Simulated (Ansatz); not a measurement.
One thermal frame of Ru, cell Ru48, held well above this temperature first, below the measured melting point of 2607 K (tabulated, unchecked) (supercooled) [in the run: it was liquid; mean temperature 2571 K (target 2820 K); density 10.25 g/cm³; mean pressure -1.8 GPa against a target of 0], 2820 K, computed in Ansatz (plane waves, PAW) at several levels on the same positions and k-sampling (one point, (1/4, 1/4, 1/4)); no spin polarisation or spin-orbit coupling.

The frame comes from MD with PBE. The base level is PBE (cutoff 420 eV), whose static pressure on this k-sampling is -5.7 GPa. On the run's last frame a denser k-mesh moved the forces by 0.056 eV/Å rms, the static pressure by 0.06 GPa and the free energy by 3 meV/atom, which is about how far such values are converged. That check is the base level's. Differences between levels on one k-sampling err less than the absolute values. Cutoffs of the other levels: 500 eV for r2SCAN, the files' default (420 eV for most) otherwise. Volume per atom 16.38 Å³.

```tsv
level	static pressure less the base's (GPa)	rms force change from the base (eV/Å)	cost
PBE	0	0	(base)
r2SCAN	-5.1	0.12	(not compared)
```

Ansatz is an electronic-structure program.
